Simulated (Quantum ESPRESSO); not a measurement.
Band structure of BaMg₂P₂ (P-3m1, 5 atoms in the cell).

```yaml
crystal:
  lattice:
    - [4.46133, 0.00000, 0.00000]
    - [-2.23066, 3.86362, 0.00000]
    - [0.00000, 0.00000, 7.77846]
  atoms:
    - { symbol: Ba, position: [0.00000, 0.00000, 0.00000] }
    - { symbol: Mg, position: [0.66667, 0.33333, 0.37814] }
    - { symbol: Mg, position: [0.33333, 0.66667, 0.62186] }
    - { symbol: P, position: [0.66667, 0.33333, 0.72125] }
    - { symbol: P, position: [0.33333, 0.66667, 0.27875] }
```

Method of the run: PBEsol, GBRV 1.5 ultrasoft (PBESOL) pseudopotentials (plane waves; Quantum ESPRESSO).

Settings: ecutwfc = 40 Ry; ecutrho = 200 Ry; occupations = fixed; potentials = {Ba: ba_pbesol_v1.uspp.F.UPF, Mg: mg_pbesol_v1.4.uspp.F.UPF, P: p_pbesol_v1.5.uspp.F.UPF}; K_POINTS = automatic 6 6 3 0 0 0; nbnd = 32; conv_thr = 1e-10 Ry.

The starting cell comes from a database of computed structures (which also holds hypothetical and non-ambient phases and stackings), without a prior relaxation at this level. Its lattice was rescaled by a random factor within 2.5 % of one.

Predict the gap along the standard path and the places of the band edges.

The gap along the path is 1.12 eV, from Γ to M; the smallest direct gap on it is 1.56 eV.

Levels in eV from the top of the valence band on the SCF mesh, bands 17 to 24:
```csv
point,17,18,19,20,21,22,23,24
Γ,-0.75,-0.09,0.00,0.00,1.56,2.39,2.53,3.38
M,-1.30,-1.17,-1.09,-0.81,1.12,3.44,3.60,4.39
K,-2.52,-1.00,-0.98,-0.98,3.27,3.27,3.37,3.84
A,-0.44,-0.44,-0.43,-0.43,2.06,2.81,3.15,3.15
L,-1.62,-1.39,-0.42,-0.37,1.37,2.28,3.23,4.05
H,-2.09,-1.65,-1.14,-1.14,2.61,2.61,4.06,4.45
```
